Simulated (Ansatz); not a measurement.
Functionals compared on a constructed model of the (0001) surface of hcp Hf, a pseudomorphic layer of Mg in the host's stacking (bottom of the slab: a bare face, its two planes held), in Ansatz (plane waves, PAW). The structure was relaxed with PBE; the other rows are single points on it. Cutoff 420 eV (500 eV for r2SCAN).

Set-up: 7 atoms, 15.4 Å thick at the start; mesh 13x13x1; 0.1 eV smearing; dipole correction on; 2 atoms held, the rest relaxed; held to the start's symmetry, so lower structures may exist; no spin, no spin-orbit, no U. It is one candidate, not shown to be the stable structure of the face. These notes are the PBE run's.

```csv
functional,work function of the top face (eV),rough cost of the single point
PBE,4.09,–
RPBE,?,about 40 core-seconds (a rough figure)
r2SCAN,4.22,roughly 70 core-seconds
```

Problem. Complete the blanks.

Solution. 
- RPBE, work function of the top face (eV): 4.03

Ansatz is a quantum-chemistry and plane-wave program.
